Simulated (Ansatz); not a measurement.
Amorphous Ga24O37Mg, 62 atoms at 4.94 g/cm³, one PBE-relaxed geometry, zone centre. Methods: PBE, scalar-relativistic without spin-orbit coupling (Ansatz, an electronic-structure program); r2SCAN, scalar-relativistic without spin-orbit coupling (Ansatz); HSE06, scalar-relativistic without spin-orbit coupling (Ansatz). Plane waves to 420 eV (r2SCAN 500 eV); exact exchange is cut at the cell's faces. At PBE the levels at the filled edge of the gap are localised (band-tail or defect states), and the nearest spread-out levels lie 1.9 eV apart at the zone centre. All rungs ran without spin polarisation.

It comes from a melt-quench run on a machine-learned potential (CHGNet), relaxed afterwards by DFT. O atoms were pushed apart under 1.9 Å during the dynamics, to hinder bonds among them. The hot cell started wider than the set density and was brought back towards it in steps. It is the lowest in DFT energy of 2 quenches. It is a model cell: composition and starting density were chosen by hand, and all elements were melted together. No dispersion term was used. Its density started from a set value of 4.94 and ended at 4.94 g/cm³. The simulated quench (nominally 280 K/ps over its main leg) is rapid and tends to freeze in more defects than a deposited or slowly cooled glass has. One small periodic cell is one sample of the glass; other quenches scatter about these values. The volume was held where the preparation left it and the shape relaxed, at a PBE pressure of 0.5 GPa. Stress components on the final sampling reach 0.6 GPa.

The relaxation ran on the zone centre alone. At PBE the level gap is 1.18 eV on a 2×2×2 Γ-centred mesh, and the spacing at the zone centre alone 1.17 eV.

Task: What zone-centre spacing does r2SCAN give, roughly?

Result: 1.68 eV (+0.51 eV against PBE).

Task: What zone-centre spacing does HSE06 give, roughly?

Result: 2.84 eV (+1.67 eV against PBE).

The highest filled and the lowest empty state spread over these numbers of atoms (participation numbers): PBE: 2.6 and 58.4; r2SCAN: 2.6 and 57.8; HSE06: 2.7 and 57.9.
